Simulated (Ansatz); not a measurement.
InP, response to strain

Start from InP in the zinc blende structure (space group F-43m, No. 216; a = 5.907 Å). Axes: x, y, z lie along the cube axes.

Strains are applied to the cell and any free atomic positions relax; under biaxial strain the out-of-plane vector relaxes too.

All numbers come from Kohn–Sham DFT with the r2SCAN functional, run in Ansatz (a quantum-chemistry and plane-wave program) with PAW and 500 eV plane waves, no spin-orbit coupling, earlier PAW set.

Candidates:
(a) uniaxial strain ε_xx = +1.56 %
(b) tensor shear ε_xy = −1.59 %
(c) tensor shear ε_yz = −0.50 %
(d) biaxial strain −2.22 %, plane normal [001], relaxed out of plane

Notes on the quantities. energy relative to the base: free energy F.

**Question.** Order them by energy relative to the base, lowest first.

**Answer.** (c) tensor shear ε_yz = −0.50 % (+0.4 meV/atom), (a) uniaxial strain ε_xx = +1.56 % (+1.9 meV/atom), (b) tensor shear ε_xy = −1.59 % (+3.7 meV/atom), (d) biaxial strain −2.22 %, plane normal [001], relaxed out of plane (+7.8 meV/atom)

Whether these cells are dynamically stable was not tested.
